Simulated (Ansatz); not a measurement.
Structures of equal composition on the (111)B surface of zinc-blende GaAs (As plane on top): 2x2 Ga adatom at H3; 2x2 Ga adatom at T1; 2x2 Ga adatom at T4. The slabs share one bottom face, and each structure is named by its start. These are constructed structures in small cells; real faces may alloy, dewet or reconstruct in larger ones, and not all known structures of the face are among them. Slabs of about 14 Å with all that they carry, Fermi-Dirac smearing of 0.025 eV. Bottom of the slabs: H caps. Relaxed from the named starts with such symmetry as they have, on meshes of like density; energies extrapolated to zero smearing; no spin-orbit coupling, no U. Spin-polarised runs, if any, are marked in brackets, and their order is one that fits the cell; the others ran without spin. Where a second, spin-polarised start was run, the lower counts.

Host crystal: zinc-blende GaAs, with a band gap (PBE, scalar-relativistic without spin-orbit coupling).

Level of theory: r2SCAN, at the PBE geometry (plane waves to 500 eV, PAW; Ansatz, a quantum-chemistry and plane-wave program).

**Question.** Put the candidates in order of energy per 1x1 cell, lowest first, for r2SCAN, at the PBE geometry.

**Answer.** 2x2 Ga adatom at H3 (0.000 eV, a narrow gap of 0.11 eV by band count), 2x2 Ga adatom at T4 (0.010 eV, gap 0.32 eV on the mesh), 2x2 Ga adatom at T1 (0.379 eV, no gap over 0.04 eV on the mesh)
